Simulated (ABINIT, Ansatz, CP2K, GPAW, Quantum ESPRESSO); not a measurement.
## One structure in several programs: TiGeSb (P4/nmm, 6 atoms in the cell)

Self-consistent single point.

```xyz
6
Lattice="3.6629 0.0000 0.0000 0.0000 3.6629 0.0000 0.0000 0.0000 8.1726" Properties=species:S:1:pos:R:3 pbc="T T T"
Ti     0.0000     1.8314     6.1527
Ti     1.8314     0.0000     2.0198
Ge     0.0000     0.0000     0.0000
Ge     1.8314     1.8314     0.0000
Sb     0.0000     1.8314     3.1345
Sb     1.8314     0.0000     5.0381
```

All programs got the same cell, k-point mesh and kind of occupations (in Ansatz's words: kpoints.mp_grid.grid = 7 7 3; scf.occupations.method = gaussian; scf.occupations.width = 0.136 eV); potentials, basis and cutoffs are each program's usual ones.

```
code                                                                                       model  pressure (GPa)  largest force (eV/Å)  k-points       cutoff
----------------  ------------------------------------------------------------------------------  --------------  --------------------  --------  -----------
Quantum ESPRESSO           PBEsol, PseudoDojo standard norm-conserving (PBESOL) pseudopotentials            0.38                 0.053        20        85 Ry
GPAW                                       PBEsol, GPAW PAW datasets PBEsol (made by gpaw-setup)            0.35                 0.086        20       800 eV
Ansatz                                                           PBEsol, PAW files made with PBE            0.34                 0.048        20       420 eV
ABINIT            PBEsol, norm-conserving pseudopotentials (PseudoDojo nc-sr-04 PBEsol standard)            0.37                 0.053        20        84 Ry
CP2K                  PBEsol, GPW, DZVP-MOLOPT-SR-GTH basis, GTH-PBE potentials (GTH_POTENTIALS)            4.77                 0.120        74  grid 600 Ry
```

Size of the force on each atom (eV/Å): Sizes of forces hide their directions.

```json
[
 {"code": "Quantum ESPRESSO", "Ti1": "0.053", "Ti2": "0.053", "Ge3": "0.000", "Ge4": "0.000", "Sb5": "0.015", "Sb6": "0.015"},
 {"code": "GPAW", "Ti1": "0.086", "Ti2": "0.086", "Ge3": "0.000", "Ge4": "0.000", "Sb5": "0.024", "Sb6": "0.024"},
 {"code": "Ansatz", "Ti1": "0.048", "Ti2": "0.048", "Ge3": "0.000", "Ge4": "0.000", "Sb5": "0.012", "Sb6": "0.012"},
 {"code": "ABINIT", "Ti1": "0.053", "Ti2": "0.053", "Ge3": "0.000", "Ge4": "0.000", "Sb5": "0.015", "Sb6": "0.015"},
 {"code": "CP2K", "Ti1": "0.034", "Ti2": "0.034", "Ge3": "0.000", "Ge4": "0.000", "Sb5": "0.120", "Sb6": "0.120"}
]
```

The spread over the programs that give each value: pressure within 4.43 GPa; largest force within 0.072 eV/Å.

The starting cell comes from a database of computed structures (which also holds hypothetical and non-ambient phases and stackings), without a prior relaxation at this level. Its lattice was rescaled by a random factor within 2.5 % of one. On Ansatz's run: Spin-orbit coupling is off. Spin polarisation is off.

Q: Why do the programs differ, and what cannot be compared?

A: Differences of this kind can come from the potentials, where these differ, and from what each basis and cutoff leave unconverged. The valence holds different numbers of electrons (Quantum ESPRESSO 82, GPAW 62, Ansatz (a quantum-chemistry and plane-wave program) 82, ABINIT 82, CP2K 42). The zero of total energies and Fermi levels follows the potentials and each program's conventions, so they are not compared here. CP2K uses small atom-centred bases, whose incompleteness enters pressures, forces and empty levels differently from a plane-wave cutoff. Ansatz's pressure is given at a fixed set of plane waves, as the other plane-wave codes print theirs; with its correction for the finite basis it is 0.37 GPa. The programs reduce the same mesh by symmetry to different extents, which changes the work and not the result. In the pressure, CP2K (by 4.41) lies more than 1 GPa from the median of the plane-wave programs. In the force vectors, CP2K (by 0.135) lies more than 0.08 eV/Å from the median of the plane-wave programs.

Left out of this page: Elk (not drawn, or without a comparable value).

Keys are those of Ansatz 0.2.
